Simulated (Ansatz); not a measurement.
TiTl$_{2}$F$_{6}$ (space group P-3m1, No. 164; a cell from a computed database, its experimental status unchecked)

```
CELL_PARAMETERS angstrom
      5.92409     0.00000     0.00000
     -2.96204     5.13041     0.00000
      0.00000     0.00000     4.77659
ATOMIC_POSITIONS crystal
  Ti 0.00000 0.00000 0.00000
  Tl 0.66667 0.33333 0.31076
  Tl 0.33333 0.66667 0.68924
  F  0.84845 0.15155 0.77966
  F  0.15155 0.84845 0.22034
  F  0.84845 0.69689 0.77966
  F  0.15155 0.30311 0.22034
  F  0.30311 0.15155 0.77966
  F  0.69689 0.84845 0.22034
```

Level of theory: r2SCAN (Ansatz, an electronic-structure program, PAW, scalar-relativistic without spin-orbit coupling), earlier PAW set. Γ-centred 7×7×7 mesh, Fermi–Dirac width 0.05 eV.

| Property | Value |
|---|---|
| Volume per atom | 16.13 Å³ |
| Density | 6.53 g/cm³ |
| Band gap | 4.12 eV, indirect, L → Γ |
| Lowest conduction-band minima above the VBM | Γ 4.12 eV; A (0, 0, 1/2) 4.17 eV |
| Total energy | -3365.932 eV/atom (σ→0; compares only within this code and set-up) |

Spin-orbit coupling, missing from the scalar runs, can matter with Tl. No phonon test of stability was made. The final runs are not spin-polarised.
